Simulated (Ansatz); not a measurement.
Consider CoSi (space group P2_13, No. 198; a = 4.383 Å; non-magnetic). Axes: x, y, z lie along the cube axes.

Computed with DFT with r2SCAN, PAW potentials and a 500 eV plane-wave cutoff in Ansatz (a program for electronic structure), scalar-relativistic without spin-orbit coupling.

Before the change:

```
Item       Result
--------  -------
Pressure  0.0 GPa
```

It is then changed as follows: the symmetric strain tensor [0.0034 0.0121 -0.0021; 0.0121 0.0021 0.0040; -0.0021 0.0040 0.0057], atoms relaxed at fixed cell.

Question: Estimate the effect on the pressure and energy relative to the base.

Answer: The pressure (mean of the normal stresses, compression positive) goes from zero to -2.6 GPa; the energy rises by 3.9 meV/atom.

Whether these cells are dynamically stable was not tested. Starting moments died away, wholly or in part, for the base; another magnetic solution may exist. The final runs are not spin-polarised.
